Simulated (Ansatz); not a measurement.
The parent structure is ZnO in the wurtzite structure (space group P6_3mc, No. 186).

```
CELL_PARAMETERS angstrom
      3.23517     0.00000     0.00000
     -1.61758     2.80174     0.00000
      0.00000     0.00000     5.21147
ATOMIC_POSITIONS crystal
  Zn 0.66667 0.33333 0.00241
  Zn 0.33333 0.66667 0.50241
  O  0.66667 0.33333 0.62279
  O  0.33333 0.66667 0.12279
```

Computed with r2SCAN in Ansatz (plane waves to 500 eV, PAW, without spin-orbit coupling).

Before the change:

Density: 5.72 g/cm³
Valence-band top at Γ: 0.00, 0.00, -0.10 eV
Electron mass: 0.19 mₑ (at Γ)
Band gap: 1.24 eV

Modification: cell and atoms relaxed at a pressure of 10 GPa.

**Question.** Estimate the effect on the density, valence-band top at Γ, electron mass and band gap.

**Answer.** The density grows by 0.35 g/cm³ (5.72 g/cm³ → 6.07 g/cm³); the valence-band top at Γ (three highest levels, from the VBM) changes from 0.00, 0.00, -0.10 eV to 0.00, 0.00, -0.12 eV; the electron mass becomes 0.20 mₑ (at Γ) (base: 0.19 mₑ (at Γ)); the band gap grows by 0.087 eV (1.24 eV → 1.32 eV).

Load acts through the strain it causes; cell and atoms are relaxed under it. Masses are band curvatures over ±0.01 Å⁻¹ around the edge. Stability against distortions was not tested. Measured, ZnO leaves this structure (for rock salt) near 9.1 GPa (temperature not stated; as listed in Datta, Sujoy, Jana, Debnarayan, arXiv (2020)), on rising pressure, with hysteresis.

Ansatz is a program for electronic structure.
